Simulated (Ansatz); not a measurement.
## Pressure series in ZrPt3

The reference is ZrPt$_{3}$ (space group P6_3/mmc, No. 194; a cell from a computed database, its experimental status unchecked).

```
CELL_PARAMETERS angstrom
      5.65371     0.00000     0.00000
     -2.82685     4.89625     0.00000
      0.00000     0.00000     9.23395
ATOMIC_POSITIONS crystal
  Zr 0.00000 0.00000 0.50000
  Zr 0.00000 0.00000 0.00000
  Zr 0.33333 0.66667 0.25000
  Zr 0.66667 0.33333 0.75000
  Pt 0.50000 0.50000 0.50000
  Pt 0.00000 0.50000 0.00000
  Pt 0.50000 0.00000 0.50000
  Pt 0.50000 0.50000 0.00000
  Pt 0.00000 0.50000 0.50000
  Pt 0.50000 0.00000 0.00000
  Pt 0.82982 0.65965 0.25000
  Pt 0.17018 0.34035 0.75000
  Pt 0.17018 0.82982 0.75000
  Pt 0.82982 0.17018 0.25000
  Pt 0.34035 0.17018 0.25000
  Pt 0.65965 0.82982 0.75000
```

Cell and atoms are relaxed at each pressure.

Level of theory: Ansatz (a first-principles code) PBEsol, without spin-orbit coupling.

Two rows of this table had their results exchanged by mistake.

```
pressure          volume per atom (Å³)  shortest distance (Å)  band gap
----------------  --------------------  ---------------------  --------
pressure −2 GPa                  16.11                  2.774      zero
pressure −1 GPa                  16.04                  2.770      zero
pressure 0.3 GPa                 15.96                  2.766      zero
pressure 0.7 GPa                 15.93                  2.765      zero
pressure 1.5 GPa                 15.88                  2.763      zero
pressure 3 GPa                   15.53                  2.745      zero
pressure 5 GPa                   15.67                  2.752      zero
pressure 7.5 GPa                 15.79                  2.758      zero
pressure 10 GPa                  15.40                  2.738      zero
```

Which two?

The rows for pressure 3 GPa and pressure 7.5 GPa: the volume has to fall steadily with pressure, so 15.79 Å³ belongs to pressure 3 GPa and 15.53 Å³ to pressure 7.5 GPa.

Load acts through the strain it causes; cell and atoms are relaxed under it. Stability against distortions was not tested. Competing high-pressure phases were not computed. All final runs are without spin polarisation.
